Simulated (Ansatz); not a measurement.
Faces of fluorite-type CoSi2 in 1x1 cells, as slabs relaxed from ideal cuts; for each face the lowest of the symmetric, stoichiometric cuts and spin starts that were computed. The slabs keep the symmetry of their cuts; real faces may buckle, or reconstruct in larger cells. No spin-orbit coupling, no Hubbard U.

All values below come from PBE (plane waves to 420 eV, PAW; Ansatz, a program for electronic structure).

| face | cell area (Å²) | outermost plane spacing of the ideal cut (Å) | γ unrelaxed (J/m²) | γ relaxed (J/m²) | work function, top face (eV) |
|---|---|---|---|---|---|
| (110) | 20.31 | 1.90 | 1.71 | (withheld) | (withheld) |
| (111) | 12.44 | 0.77 | 1.51 | 1.46 | 4.99 |
| (211) | 35.19 | 1.09 | 1.94 | (withheld) | 4.83 |

### Question
Some entries are withheld; supply them.

### Answer

- (110), γ relaxed (J/m²): 1.68
- (110), work function, top face (eV): 4.89
- (211), γ relaxed (J/m²): 1.88
